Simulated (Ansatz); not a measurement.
Consider Cd vacancy in wurtzite CdSe, charge state -2. All values below come from PBE, PAW (plane waves to 420 eV; Ansatz, a first-principles code).

Cell of 72 host sites held at the relaxed PBE lattice; one k-point at (0.125, 0.250, 0.250); Fermi-Dirac width 0.01 eV, spin-restricted; finite-size errors left in. Static, classical nuclei. The charge state is imposed; whether it is stable for some Fermi level was not computed. Forms of the defect that were not tried may lie lower.

Barriers: single points on a 2×2×2 k-point mesh shifted by half a step along c at the bands' geometries.

The step: a nearby Cd atom hops onto the vacant site. Atoms about the jump, Cartesian Å from the middle of the jump, before and after:

| atom | x0 | y0 | z0 | x1 | y1 | z1 |
|---|---|---|---|---|---|---|
| Cd1 | 0.00 | -1.17 | -1.68 | 0.00 | 1.17 | 1.68 |
| Se2 | 0.01 | -0.96 | 0.93 | 0.01 | -1.22 | 0.62 |
| Se3 | -0.01 | 1.34 | -2.71 | -0.02 | 1.08 | -2.66 |
| Se4 | 2.02 | 2.45 | 0.92 | 2.17 | 2.57 | 0.81 |
| Se5 | -2.04 | 2.49 | 0.92 | -2.17 | 2.57 | 0.81 |
| Cd6 | 2.17 | 2.59 | -1.69 | 2.05 | 2.53 | -1.93 |
| Cd7 | -2.20 | 2.60 | -1.70 | -2.08 | 2.53 | -1.92 |
| Se8 | -2.18 | -2.45 | -2.72 | -2.02 | -2.34 | -2.67 |
| Se9 | 2.17 | -2.45 | -2.72 | 2.05 | -2.37 | -2.68 |

Question: Predict the transition state.

Answer: 
| atom | x | y | z |
|---|---|---|---|
| Cd1 | -0.01 | 0.37 | -0.49 |
| Se2 | 0.01 | -1.18 | 1.47 |
| Se3 | -0.01 | 1.67 | -2.71 |
| Se4 | 2.06 | 2.41 | 0.78 |
| Se5 | -2.09 | 2.41 | 0.77 |
| Cd6 | 2.34 | 2.79 | -1.82 |
| Cd7 | -2.37 | 2.79 | -1.84 |
| Se8 | -2.01 | -2.25 | -2.64 |
| Se9 | 2.01 | -2.27 | -2.65 |
It lies 0.81 eV above the start and 0.81 eV above the end. The saddle point's order was not checked, and it lies on a symmetry element of the cell, where a band can be held.
